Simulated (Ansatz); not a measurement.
Given:

```xyz
4
Lattice="3.8059 0.0000 0.0000 1.9030 3.2960 0.0000 0.0000 0.0000 6.3424" Properties=species:S:1:pos:R:3 pbc="T T T"
Zn     3.8059     2.1973     6.3324
Zn     1.9030     1.0987     3.1612
S      3.8059     2.1973     3.9753
S      1.9030     1.0987     0.8041
```

No spin polarisation.

Method: PBE/PAW in Ansatz (a quantum-chemistry and plane-wave program), no spin-orbit coupling, earlier PAW set. k-mesh 10×10×5 (Γ-centred); smearing 0.05 eV (Fermi–Dirac).

**Question.** Predict the pressure (mean of the normal stresses, compression positive).

**Answer.** 1.02 GPa.

**Question.** What band gap does the calculation give?

**Answer.** 2.09 eV.

**Question.** Estimate the gap character.

**Answer.** Direct at Γ.

**Question.** What valence-band top at Γ (three highest levels, from the VBM) does the calculation give?

**Answer.** 0.00, 0.00, -0.16 eV.

The cells carry an imposed strain or load. Whether these cells are dynamically stable was not tested. The cell was made from ZnS in the wurtzite structure (space group P6_3mc, No. 186) by this change: biaxial strain −1.02 %, plane normal [001], relaxed out of plane.
